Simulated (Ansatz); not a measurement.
Consider Mo in the bcc (W type) structure (space group Im-3m, No. 229; a = 3.1611 Å; relaxed with 0.1 eV smearing).

Method: PBE (Ansatz, a first-principles code), no spin-orbit coupling.

For the base:

The pressure is 0.0 GPa and the band gap is zero.

Perturbation: every lattice vector is stretched by 2.00 %, atoms relaxed at fixed cell.

What happens to the energy relative to the base, pressure and band gap?

The energy increases by 43 meV/atom; the pressure goes from zero to -13.6 GPa; the band gap is still zero.

The cells carry an imposed strain or load. Stability against distortions was not tested. All final runs are without spin polarisation.
